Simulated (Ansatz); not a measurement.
## A computed series for hypothetical fluorite ZrS2: pressure series

Base system: ZrS$_{2}$ in the fluorite structure (space group Fm-3m, No. 225; a = 6.2563 Å; a hypothetical phase, not in the database extracts checked).

Cell and atoms are relaxed at each pressure.

The values are results of r2SCAN (Ansatz, a program for electronic structure; PAW; 500 eV plane waves; spin-orbit coupling left out), not measurements.

```
change            band gap  lattice parameter a
----------------  --------  -------------------
base               0.13 eV              6.256 Å
pressure −2 GPa    0.18 eV              6.296 Å
pressure −1 GPa    0.16 eV              6.276 Å
pressure 3 GPa     0.06 eV              6.203 Å
pressure 7 GPa        zero              6.140 Å
pressure 15 GPa       zero              6.033 Å
pressure 30 GPa       zero              5.876 Å
pressure 50 GPa       zero              5.720 Å
pressure 75 GPa       zero              5.569 Å
pressure 100 GPa      zero              5.447 Å
```

A case with no gap was solved on a k-mesh chosen for an insulator, which is coarse for it. Load acts through the strain it causes; cell and atoms are relaxed under it. No phonon test of stability was made. No other phases were tried under pressure. The final runs are not spin-polarised. A zero or small gap of ZrS2 can be the functional's error rather than a property of the material.
